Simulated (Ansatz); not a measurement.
We consider Fe₄N (Pm-3m, No. 221; cell taken from a computed entry), described by PBE in Ansatz (PAW).

Settings: plane-wave cutoff 500 eV, 12×12×12 k mesh, Fermi–Dirac smearing 0.05 eV, spin-polarised start, scalar-relativistic PAW data made under PBE.

Computed at the level's own relaxed cell.

Question: Estimate the volume per atom and lattice parameter a that the calculation returns.

Answer: 
- volume per atom: 10.85 Å³/atom
- lattice parameter a: 3.786 Å

The run finds no gap.

Note: the magnetic order was assumed, not searched for or taken from measurement; the relaxation could not lower the start's symmetry, so the cell can be a saddle point above a distorted one.

Computed values are for the static lattice.

Computing time: roughly 6 core-minutes.

Ansatz is an electronic-structure program.
